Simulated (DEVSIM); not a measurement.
System: W/SiO2/p-Si capacitor, at 350 K.

| layer (left to right) | material | thickness (nm) | Na (cm⁻³) |
|---|---|---|---|
| 1 | SiO2 | 20.0 | - |
| 2 | Si | 8200 | 4.9e15 |

Metal gate on the left, work function 4.6 eV. Fixed charge at the semiconductor interface 2.4e11 cm⁻² (in units of +e); no interface traps.

This is a model device: material constants are rounded textbook-type values typed into the input, and sizes, dopings and lifetimes were drawn at random. Values at 300 K; Nc and Nv go as T^1.5, mobilities as T to minus their exponent, the gap by Varshni's rule with the affinity fixed.

```csv
parameter,SiO2,Si
gap (eV),9,1.124
affinity (eV),0.9,4.05
permittivity,3.9,11.7
Nc (cm⁻³),-,2.86e19
Nv (cm⁻³),-,3.1e19
Varshni α (eV/K),-,0.000473
Varshni β (K),-,636
```

DEVSIM, 1D Poisson equation in equilibrium, Boltzmann statistics, complete ionisation; no quantum confinement or tunnelling. Metal contacts follow the ideal Schottky-Mott rule: no Fermi-level pinning, no interface dipoles.

Problem. Tabulate band edges, carrier densities and field at 2.0 V on the gate.

Solution. Energies count from the Fermi level of the right contact; mesh points crowd at the junctions.

```csv
x (μm),Ec (eV),Ev (eV),n (cm⁻³),p (cm⁻³),field (V/cm)
0.000,1.700,-7.300,< 1e2,< 1e2,750000
0.001636,1.822,-7.178,< 1e2,< 1e2,750000
0.005505,2.111,-6.889,< 1e2,< 1e2,750000
0.01293,2.666,-6.334,< 1e2,< 1e2,750000
0.01846,3.079,-5.921,< 1e2,< 1e2,750000
0.02008,0.046,-1.065,7.9e18,18000,270000
0.02194,0.083,-1.028,2.3e18,62000,150000
0.02934,0.149,-0.962,2.6e17,550000,59000
0.04597,0.218,-0.892,2.6e16,5500000,34000
0.08658,0.337,-0.774,5.0e14,2.8e8,27000
0.1880,0.570,-0.541,2.3e11,6.3e11,19000
0.6116,0.838,-0.272,3.0e7,4.7e15,210
1.499,0.840,-0.271,2.9e7,4.9e15,≈ 0
3.715,0.840,-0.271,2.9e7,4.9e15,≈ 0
6.881,0.840,-0.271,2.9e7,4.9e15,≈ 0
7.684,0.840,-0.271,2.9e7,4.9e15,≈ 0
8.006,0.840,-0.271,2.9e7,4.9e15,≈ 0
8.138,0.840,-0.271,2.9e7,4.9e15,≈ 0
8.197,0.840,-0.271,2.9e7,4.9e15,≈ 0
8.211,0.840,-0.271,2.9e7,4.9e15,≈ 0
8.217,0.840,-0.271,2.9e7,4.9e15,≈ 0
8.220,0.840,-0.271,2.9e7,4.9e15,≈ 0
```
